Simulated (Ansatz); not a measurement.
**Effect of uniaxial strain ε_zz = +3.00 % on Al2Au**

Base system: Al2Au (space group Fm-3m, No. 225; a = 6.0032 Å; relaxed with 0.1 eV smearing). Axes: x, y, z lie along the cube axes.

It is then changed as follows: uniaxial strain ε_zz = +3.00 %, all other strain components held at zero; the atoms relax in the strained cell.

The values are results of PBEsol, PAW, 420 eV (Ansatz, a program for electronic structure; no spin-orbit coupling), not measurements. Γ-centred 17×17×17 mesh, Fermi–Dirac width 0.1 eV.

```csv
quantity,base,changed,shift
volume per atom,18.03 Å³,18.57 Å³,+0.54 Å³
space group,Fm-3m (No. 225),I4/mmm (No. 139),–
shortest interatomic distance,2.599 Å,2.626 Å,+0.0263 Å
energy relative to the base (free energy F),0 meV/atom,+7.3 meV/atom,+7.3 meV/atom
band gap,zero,zero,–
"stress (xx, yy, zz, yz, xz, xy; compression positive)",–,"(-2.6, -2.6, -4.2, 0.0, 0.0, 0.0) GPa",–
```

Final structure:

```
Al2Au
1.0
    0.00000     3.00158     3.09163
    3.00158     0.00000     3.09163
    3.00158     3.00158     0.00000
Al Au
2 1
Cartesian
  1.50079   1.50079   1.54582
  4.50238   4.50238   4.63745
  0.00000   0.00000   0.00000
```

No phonon test of stability was made.
